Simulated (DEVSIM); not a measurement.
Device: illuminated Si n-on-p cell, one wavelength, at 300 K.

| layer (left to right) | material | thickness (μm) | Nd (cm⁻³) | Na (cm⁻³) | τn (s) | τp (s) | absorption coefficient (cm⁻¹) |
|---|---|---|---|---|---|---|---|
| 1 | Si | 0.210 | 6.3e17 | - | 7e-8 | 2.1e-7 | 2300 |
| 2 | Si | 180 | - | 2.3e15 | 2.4e-6 | 2.4e-6 | 2300 |

Left contact: ohmic, minority hole recombination velocity 100 cm/s. Right contact: ohmic, minority electron recombination velocity 2e5 cm/s. Voltage is applied to the left contact. Recombination: SRH at mid-gap, radiative, Auger. Gap narrowing is on: ΔEg = 6.92 meV × (l + √(l² + 0.5)), l = ln(N/1.3e17 cm⁻³), shared equally by both band edges. Light enters at the left, 2.8e18 photons cm⁻² s⁻¹, one pass, no reflection. Mobility is constant in doping. Where it depends on doping, it is μmin + (μ − μmin)/(1 + (N/Nref)^α).

The device is made up for the run: typed textbook-type constants, with dimensions and the other settings drawn at random. Values at 300 K. The table also holds parameters that only a changed run uses.

| parameter | Si |
|---|---|
| gap (eV) | 1.124 |
| affinity (eV) | 4.05 |
| permittivity | 11.7 |
| Nc (cm⁻³) | 2.86e19 |
| Nv (cm⁻³) | 3.1e19 |
| μn (cm²/Vs) | 1417 |
| μp (cm²/Vs) | 470 |
| μn,min | 52 |
| μp,min | 45 |
| Nref,n | 9.7e16 |
| Nref,p | 2.2e17 |
| αn | 0.68 |
| αp | 0.72 |
| B (cm³/s) | 4.7e-15 |
| Cn (cm⁶/s) | 2.8e-31 |
| Cp (cm⁶/s) | 9.9e-32 |

DEVSIM, 1D drift-diffusion, Boltzmann statistics, complete ionisation; no tunnelling, impact ionisation, image-force lowering or self-heating.

Base results: fill factor 0.78; open-circuit voltage (V) 0.596; share of generated pairs collected at short circuit 0.974; largest power (mW/cm²) 204.

### Question
What follows from this one change: recombination velocity at the left contact 100 → 1e+07 cm/s?

### Answer
fill factor 0.78 → 0.77; open-circuit voltage 0.596 → 0.576 V; share of generated pairs collected at short circuit 0.974 → 0.952; largest power 204 → 189 mW/cm².

### Question
What follows from this one change: thickness of layer 2 180 → 310 μm?

### Answer
fill factor 0.78 → 0.74; open-circuit voltage little changed (0.597 V); share of generated pairs collected at short circuit little changed (0.976); largest power 204 → 192 mW/cm².

### Question
What follows from this one change: photon flux 2.8e+18 → 8.4e+17 cm^-2 s^-1?

### Answer
fill factor 0.78 → 0.80; open-circuit voltage 0.596 → 0.569 V; share of generated pairs collected at short circuit 0.974 → 0.966; largest power 204 → 59.5 mW/cm².
